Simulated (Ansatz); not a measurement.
# CaSe: response to strain

The parent structure is CaSe in the rock salt structure (space group Fm-3m, No. 225; a = 5.8685 Å).

Strains are applied to the cell and any free atomic positions relax.

Level of theory: PBEsol, PAW, 420 eV (Ansatz, a first-principles code; spin-orbit coupling left out).

Candidates:
(a) isotropic strain +1.00 %
(b) isotropic strain +3.00 %
(c) isotropic strain −1.50 %
(d) isotropic strain +2.50 %

Before the change:

Band gap: 1.88 eV

Question: Order them by band gap, lowest first.

Answer: (c) isotropic strain −1.50 % (1.75 eV), (a) isotropic strain +1.00 % (1.95 eV), (d) isotropic strain +2.50 % (2.05 eV), (b) isotropic strain +3.00 % (2.08 eV)

Whether these cells are dynamically stable was not tested.
